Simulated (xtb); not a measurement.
xtb 6.7.1, GFN2-xTB: Cd(F)2(tmeda) (C[N]1(C)CC[N](C)(C)->[Cd]<-1([F])[F]), 27 atoms. The geometry is a generated start, not checked to be a minimum at this level.

```yaml
run_flags: --grad
method: GFN2-xTB
"--acc": 1 (default)
"--etemp (K)": 300 (default)
basis_functions: 60
valence_electrons: 66
```

```xyz
27

Cd     0.6916     0.5648     1.5102
F      2.5202     1.0580     1.3542
F     -0.6215     0.5767     2.8874
C      1.6327    -2.1365     0.3771
N      0.3910    -1.3647     0.3893
C     -0.6642    -2.1550     1.0207
C      0.0160    -0.9720    -0.9714
C     -0.9304     0.2341    -0.9772
N     -0.3408     1.3944    -0.3059
C      0.6005     2.0898    -1.1810
C     -1.3848     2.3250     0.1197
H      1.5319    -3.0473    -0.2305
H      1.8889    -2.4214     1.3991
H      2.4438    -1.5256    -0.0185
H     -0.8325    -3.0975     0.4796
H     -0.3811    -2.3769     2.0503
H     -1.5923    -1.5880     1.0530
H      0.9298    -0.7113    -1.5091
H     -0.4656    -1.8069    -1.5025
H     -1.8467    -0.0302    -0.4454
H     -1.1959     0.4758    -2.0177
H      1.3920     1.4134    -1.4985
H      1.0688     2.9052    -0.6295
H      0.0928     2.4961    -2.0679
H     -0.9243     3.1829     0.6122
H     -2.0434     1.8361     0.8379
H     -1.9765     2.6811    -0.7355
```

Charge 0 and multiplicity 1 are set for this test and not shown to be the ground state.

One run each on 1 thread. Values of broydamp tried: 0.02, 0.05, 0.1, 0.2, 0.4 (default), 0.6, 0.8, 1.

Q: Predict the course of the SCC iterations along this series.

A: Fewest SCC iterations, within one of each other: 0.4 (default) with 10, 0.6 with 10, 0.8 with 11. The count rises to 17 at 0.02. All converge to one solution.

| broydamp | SCC iterations | end |
|---|---|---|
| 0.02 | 17 | same solution |
| 0.05 | 15 | same solution |
| 0.1 | 15 | same solution |
| 0.2 | 12 | same solution |
| 0.4 (default) | 10 | same solution |
| 0.6 | 10 | same solution |
| 0.8 | 11 | same solution |
| 1 | 12 | same solution |
